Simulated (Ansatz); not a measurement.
Ti3Al (P6₃/mmc, No. 194): Voigt–Reuss–Hill bulk modulus by level of theory

No measured value is used here.

```tsv
level (code)	value (GPa)	cell (Å³/atom)
LDA (Ansatz)	129	15.59
PBE (Ansatz)	114	16.69
r²SCAN (Ansatz)	___	16.56
```

Task: What belongs in the gaps?

Result: 
- r²SCAN (Ansatz, an electronic-structure program), value (GPa): 121

The crystal itself was run without spin with LDA, PBE, r²SCAN; a magnetic state was not tried in these runs. Each level is taken at its own relaxed cell. Cutoffs differ between the levels. Ansatz's density-functional and Hartree–Fock values are scalar-relativistic unless marked +SOC, with PAW data made under PBE.
